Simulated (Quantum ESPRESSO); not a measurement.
## How a calculation on GdN (Fm-3m, 2 atoms in the cell) responds to its settings

```xyz
2
Lattice="0.0000 2.4885 2.4885 2.4885 0.0000 2.4885 2.4885 2.4885 0.0000" Properties=species:S:1:pos:R:3 pbc="T T T"
Gd     0.0000     0.0000     0.0000
N      2.4885     2.4885     2.4885
```
Moments meant for the start (each program seeds them in its own way; μB, in the order of the atoms Gd N): 7.0 0.0.

Base run A: PBEsol, SSSP 1.1.2 efficiency (PBE) pseudopotentials in Quantum ESPRESSO 7.5, self-consistent single point.

Its settings: ecutwfc = 50 Ry; ecutrho = 400 Ry; occupations = smearing; smearing = mp; degauss = 0.0036749 Ry; nspin = 2; input_dft = pbesol; potentials = {Gd: Gd.GGA-PBE-paw-v1.0.UPF, N: N.pbe-n-radius_5.UPF}; K_POINTS = automatic 11 11 11 1 1 1; conv_thr = 1e-09 Ry; mixing_beta = 0.2.

The starting cell comes from a database of computed structures (which also holds hypothetical and non-ambient phases and stackings), without a prior relaxation at this level. With one magnetic atom in the cell only a parallel order is possible. With U or open f shells several self-consistent states can exist. The f electrons are in the valence without U or exact exchange, which can misplace them near the Fermi level. Spin-orbit terms, which matter for f shells, are left out. In the base run, with a pressure of about -4 GPa the cell is away from its equilibrium volume at this level.

ΔF is the free energy per atom less that of run A. A dash stands where there is no value to compare (another energy zero or no entropy term, no result, no spin, no clean gap, or a mesh too coarse for one). 

Run A gave: pressure (GPa) -4.36; size of the net moment (μB/atom) 3.50.

Runs:
- B: nspin: 2 → default
- C: parallel starting moments (0.35 0 μB)
- D: parallel starting moments (1.75 0 μB)
- E: parallel starting moments (10.5 0 μB)

Task: Which run ends lowest in free energy?

Result: Lowest: runs A, E, C, D, 3850 meV/atom below the next (run B). Site moments there: Gd 6.86, N -0.10 μB. States that were not tried could lie lower.

```json
[
 {"run": "A", "ΔF (meV/atom)": "0.00", "pressure (GPa)": "-4.36", "size of the net moment (μB/atom)": "3.50"},
 {"run": "B", "ΔF (meV/atom)": "3846.1", "pressure (GPa)": "-14.48", "size of the net moment (μB/atom)": "–"},
 {"run": "C", "ΔF (meV/atom)": "0.00", "pressure (GPa)": "-4.40", "size of the net moment (μB/atom)": "3.50"},
 {"run": "D", "ΔF (meV/atom)": "0.00", "pressure (GPa)": "-4.42", "size of the net moment (μB/atom)": "3.50"},
 {"run": "E", "ΔF (meV/atom)": "0.00", "pressure (GPa)": "-4.37", "size of the net moment (μB/atom)": "3.50"}
]
```
